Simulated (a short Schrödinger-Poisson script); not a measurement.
Structure: MOS inversion layer, SiO2 on p-type Ge(100), at 300 K.

```
layer  material  thickness (nm)  Na (cm⁻³)
-----  --------  --------------  ---------
1          SiO2             2.3          -
2            Ge             320     1.7e18
```

The device is made up for the run: typed textbook-type constants, with dimensions and the other settings drawn at random. SiO2: permittivity 3.9, conduction-band edge (eV) 3.1, gap (eV) 9, electron mass (mₑ) 0.5. Ge: permittivity 16, conduction-band edge (eV) 0, gap (eV) 0.664, Nv at 300 K (cm⁻³) 6e18.

Channel valleys (confinement mass, in-plane density-of-states mass, number): L4 0.12, 0.295, 4. At the gate the conduction-band edge of layer 1 lies 3.29 eV − eVg above the Fermi level of the channel; the field vanishes at the back. Gaps are held at their typed values at every temperature. Mesh 0.03 nm at interfaces.

Solved with a short Schrödinger-Poisson script written for these runs: 1D Poisson equation in equilibrium, electrons quantum, Hartree (BenDaniel-Duke, 12 states a valley, the channel's in-plane mass for all, wave functions ending at the dielectric), parabolic valleys, classical holes, full ionisation, no traps, pinning or gate leakage.

The same stack at other levels of the model or other numerical settings:

| run | sheet density of all electrons at Vg = 2.1 V (cm⁻²) | sheet density of all electrons at Vg = 0.9 V (cm⁻²) | capacitance at Vg = 2.1 V (μF/cm²) | centroid of the channel electrons at Vg = 2.1 V (nm) | rough cost against the base |
|---|---|---|---|---|---|
| base | 9.20e12 | 5.49e11 | 1.24 | 2.41 | about 1 |
| electrons treated as classical, Boltzmann | 1.24e13 | 1.93e12 | 1.45 | 0.34 | 0.04 |
| electrons treated as classical, Fermi-Dirac | 1.15e13 | 1.78e12 | 1.36 | 0.70 | 0.2 |
| mesh six times as coarse | 9.20e12 | 5.50e11 | 1.24 | 2.41 | 0.2 |
| one subband a valley | 9.20e12 | 5.49e11 | 1.24 | 2.41 | 0.6 |

The classical rows ignore confinement, and Boltzmann statistics overrate the density once the band edge passes the Fermi level.

Only the L valleys are kept; under strong confinement the Δ valleys of Ge fill too.
